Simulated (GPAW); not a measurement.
# Input and output of a self-consistent single point for ZnFe3C (Pm-3m, 5 atoms in the cell) (GPAW)

Level of theory: PBEsol, GPAW PAW datasets PBEsol (made by gpaw-setup) (plane waves; GPAW 25.7.0).

Input:

```python
from ase import Atoms
from ase.units import GPa
from gpaw import GPAW, PW, FermiDirac

atoms = Atoms(['Zn', 'Fe', 'Fe', 'Fe', 'C'],
              cell=[[3.772890, 0.000000, 0.000000],
                    [0.000000, 3.772890, 0.000000],
                    [0.000000, 0.000000, 3.772890]],
              positions=[[0.000000, 0.000000, 0.000000],
                         [1.886445, 0.000000, 1.886445],
                         [0.000000, 1.886445, 1.886445],
                         [1.886445, 1.886445, 0.000000],
                         [1.886445, 1.886445, 1.886445]],
              pbc=True)

atoms.set_initial_magnetic_moments([0.0, 4.0, 4.0, 4.0, 0.0])

calc = GPAW(spinpol=True,
            mode=PW(900),
            xc='PBEsol',
            kpts=(7, 7, 7),
            occupations=FermiDirac(0.136),
            nbands=-13,
            convergence={'forces': 0.001},
            symmetry={'symmorphic': False, 'tolerance': 0.0005},
            maxiter=150,
            txt='-')

atoms.calc = calc

energy = atoms.get_potential_energy()
print('Energy (eV):', round(energy, 6))
forces = atoms.get_forces()
print('Forces (eV/Ang):')
print(forces.round(5))
stress = atoms.get_stress()
print('Stress (GPa, Voigt):', (stress / GPa).round(4))
```

Log, with long lists cut:

```
Input parameters:
  convergence: {forces: 0.001}
  kpts: [7 7 7]
  maxiter: 150
  mode: {ecut: 900.0000000000001,
         name: pw}
  nbands: -13
  occupations: {fixmagmom: False,
                name: fermi-dirac,
                width: 0.136}
  spinpol: True
  symmetry: {symmorphic: False,
             tolerance: 0.0005}
  xc: PBEsol

species:
  Zn:
    name: Zinc
    Z: 30.0
    valence: 12
    core: 18
    charge: 0.0
    file: Zn.PBEsol.gz

    # Using partial waves for Zn as LCAO basis

  Fe:
    name: Iron
    Z: 26.0
    valence: 8
    core: 18
    charge: 0.0
    file: Fe.PBEsol.gz

    # Using partial waves for Fe as LCAO basis

  C:
    name: Carbon
    Z: 6.0
    valence: 4
    core: 2
    charge: 0.0
    file: C.PBEsol.gz

    # Using partial waves for C as LCAO basis

Reference energy: -153607.156376  # eV

Spin-polarized calculation.
Initial magnetic moment: 12.000000

Convergence criteria:
 Maximum [total energy] change in last 3 cyles: 0.0005 eV / valence electron
 Maximum integral of absolute [dens]ity change: 0.0001 electrons / valence electron
 Maximum integral of absolute [eigenst]ate change: 4e-08 eV^2 / valence electron
 Maximum change in the atomic [forces] across last 2 cycles: 0.001 eV/Ang OR
Maximum error relative to the maximum force is below inf
 Maximum number of scf [iter]ations: 150

Symmetries present (total): 48
Symmetries with fractional translations: 0
343 k-points: 7 x 7 x 7 Monkhorst-Pack grid
20 k-points in the irreducible part of the Brillouin zone
       k-points in crystal coordinates                weights
   0:     0.00000000    0.00000000    0.00000000          1/343
   1:     0.14285714    0.00000000    0.00000000          6/343
   2:     0.14285714    0.14285714    0.00000000         12/343
   [... 7 lines left out ...]
          ...
  19:     0.42857143    0.42857143    0.42857143          8/343

Wave functions: Plane wave expansion
  Cutoff energy: 900.000 eV
  Number of coefficients (min, max): 3263, 3310
  Pulay-stress correction: 0.000000 eV/Ang^3 (de/decut=0.000000)

Occupation numbers: Fermi-Dirac:
  width: 0.1360  # eV

Eigensolver

Densities:
  Coarse grid: 27*27*27 grid
  Fine grid: 54*54*54 grid
  Total Charge: 0.000000

Density mixing:
  Method: difference
  Backend: pulay
  Linear mixing parameter: 0.05
  old densities: 5
  Damping of long wavelength oscillations: 50

Hamiltonian:
  XC and Coulomb potentials evaluated on a 54*54*54 grid
  External potential:
    NoExternalPotential

XC parameters: PBEsol with 2 nearest neighbor stencil

Number of atoms: 5
Number of atomic orbitals: 40
Number of bands in calculation: 39
Number of valence electrons: 40
Bands to converge: occupied

Density initialized from atomic densities
  39 bands from LCAO basis set

Atomic positions and initial magnetic moments

Positions:
   0 Zn     0.000000    0.000000    0.000000    ( 0.0000,  0.0000,  0.0000)
   1 Fe     1.886445    0.000000    1.886445    ( 0.0000,  0.0000,  4.0000)
   2 Fe     0.000000    1.886445    1.886445    ( 0.0000,  0.0000,  4.0000)
   3 Fe     1.886445    1.886445    0.000000    ( 0.0000,  0.0000,  4.0000)
   4 C      1.886445    1.886445    1.886445    ( 0.0000,  0.0000,  0.0000)

Unit cell:
           periodic     x           y           z      points  spacing
  1. axis:    yes    3.772890    0.000000    0.000000    27     0.1397
  2. axis:    yes    0.000000    3.772890    0.000000    27     0.1397
  3. axis:    yes    0.000000    0.000000    3.772890    27     0.1397

  Lengths:   3.772890   3.772890   3.772890
  Angles:   90.000000  90.000000  90.000000

Effective grid spacing dv^(1/3) = 0.1397

     iter     time        total  log10-change:         magmom
                         energy   eigst   dens  force
iter:   1 --:--:--   -41.413964                          +12.0160
iter:   2 --:--:--   -41.512037   -0.92  -1.23           +9.2022
iter:   3 --:--:--   -40.208600   -1.25  -1.31           +6.6487
iter:   4 --:--:--   -40.373769   -2.03  -1.64           +5.1882
iter:   5 --:--:--   -40.551206   -2.05  -1.73           +4.2687
iter:   6 --:--:--   -40.518337   -2.45  -2.05           +4.4113
iter:   7 --:--:--   -40.517317   -3.29  -2.24           +4.3321
iter:   8 --:--:--   -40.521940c  -3.05  -2.35           +4.1808
iter:   9 --:--:--   -40.520758c  -4.18  -2.64           +4.1557
iter:  10 --:--:--   -40.522369c  -4.22  -2.73           +4.1439
iter:  11 --:--:--   -40.521914c  -4.71  -3.18           +4.1449
iter:  12 --:--:--   -40.520782c  -4.61  -3.57           +4.1478
iter:  13 --:--:--   -40.520648c  -5.30  -3.75           +4.1473
iter:  14 --:--:--   -40.520623c  -6.11  -3.81           +4.1480
iter:  15 --:--:--   -40.520689c  -5.50  -3.87           +4.1490
iter:  16 --:--:--   -40.520621c  -5.68  -4.04c          +4.1497
iter:  17 --:--:--   -40.520621c  -6.61  -4.50c          +4.1498
iter:  18 --:--:--   -40.520620c  -7.19  -4.61c          +4.1502
iter:  19 --:--:--   -40.520620c  -8.31c -4.71c          +4.1503
iter:  20 --:--:--   -40.520621c  -7.40c -4.83c -28.91c   +4.1503

Converged after 20 iterations.

Dipole moment: (-0.000000, -0.000000, -0.000000) |e|*Ang

Total magnetic moment: (0.000000, 0.000000, 4.150340)
Local magnetic moments:
   0 Zn ( 0.000000,  0.000000, -0.074195)
   1 Fe ( 0.000000,  0.000000,  1.457540)
   2 Fe ( 0.000000,  0.000000,  1.457540)
   3 Fe ( 0.000000,  0.000000,  1.457540)
   4 C  ( 0.000000,  0.000000, -0.072262)

Energy contributions relative to reference atoms: (reference = -153607.156376)

Kinetic:        +21.897585
Potential:      -17.542930
External:        +0.000000
XC:             -45.059924
Entropy (-ST):   -0.260670
Local:           +0.314984
SIC:             +0.000000
--------------------------
Free energy:    -40.650957
Extrapolated:   -40.520621

Spin contamination: 0.327661 electrons
Showing only first 2 kpts
                      Up                     Down
 Kpt  Band  Eigenvalues  Occupancy  Eigenvalues  Occupancy
  0    18      8.22154    0.99983      9.80776    0.04929
  0    19      8.22154    0.99983      9.80776    0.04929
  0    20      9.16003    0.85853     10.65873    0.00010
  0    21      9.16003    0.85853     10.65873    0.00010

  1    18      8.22035    0.99984      9.73342    0.08219
  1    19      8.34090    0.99960      9.76283    0.06728
  1    20      9.06997    0.92168     10.57449    0.00018
  1    21      9.16020    0.85839     10.65893    0.00010

Fermi level: 9.40526

No gap
No difference between direct/indirect transitions
Energy (eV): -40.520621

Forces in eV/Ang:
  0 Zn    0.00000    0.00000    0.00000
  1 Fe    0.00000   -0.00000    0.00000
  2 Fe   -0.00000    0.00000    0.00000
  3 Fe    0.00000    0.00000   -0.00000
  4 C     0.00000    0.00000    0.00000

Stress tensor:
     0.035569    -0.000000     0.000000
    -0.000000     0.035569     0.000000
     0.000000     0.000000     0.035569
Stress (GPa, Voigt): [ 5.6988  5.6988  5.6988  0.      0.     -0.    ]
```

The run converged in 20 iterations. GPAW prints stress with tension positive.

At such cutoffs GPAW's stress carries a finite-basis (Pulay) error, which enters relaxed cells too; its log prints stress with tension positive.

The starting cell comes from a database of computed structures (which also holds hypothetical and non-ambient phases and stackings), without a prior relaxation at this level. The magnetic order is the one reached from the typed start; others were not searched systematically.

Cost on one core of a shared machine: roughly 70 s.
